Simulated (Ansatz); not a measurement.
**Carrier properties of InP under load (space group R3m)**

Consider the following.

```
InP
1.0
   -0.02275     2.92292     2.92292
    2.92292    -0.02275     2.92292
    2.92292     2.92292    -0.02275
In P
1 1
Direct
  0.99931   0.99931   0.99931
  0.25069   0.25069   0.25069
```

These are r2SCAN with spin-orbit coupling, rigid bands (plane waves, PAW; Ansatz, a first-principles code) values and carry that method's errors. Condition of this run: uniaxial stress along [111] of 1 GPa (compression positive) (the target of the relaxation). How the cell was made: cell and atoms relaxed with PBEsol, then loaded as said.

The band gap is 1.08 eV, the electron conductivity mass (300 K, dilute) comes out as 0.091 mₑ and the hole conductivity mass (300 K, dilute) is 0.43 mₑ. The effective density of states N_c (300 K) is 6.6e17 cm⁻³, the effective density of states N_v (300 K) is 1.2e19 cm⁻³ and the density-of-states mass, electrons comes out as 0.088 mₑ. The density-of-states mass, holes is 0.61 mₑ. The Seebeck coefficient, n-type 1e19 cm⁻³, 300 K comes out as -60 μV/K, the Seebeck coefficient, p-type 1e19 cm⁻³, 300 K is 286 μV/K and the best p-type power factor at 300 K for τ = 10 fs (best axis; densities from 1e16 to 1e21 cm⁻³ tried, whether or not they can be reached) is 13.1 μW/(cm·K²) at 3e20 cm⁻³.

Rigid bands; masses and Seebeck coefficients take one relaxation time τ for all states and one kind of carrier; polarons and phonon drag are left out. Geometry: cell and atoms relaxed with PBEsol.
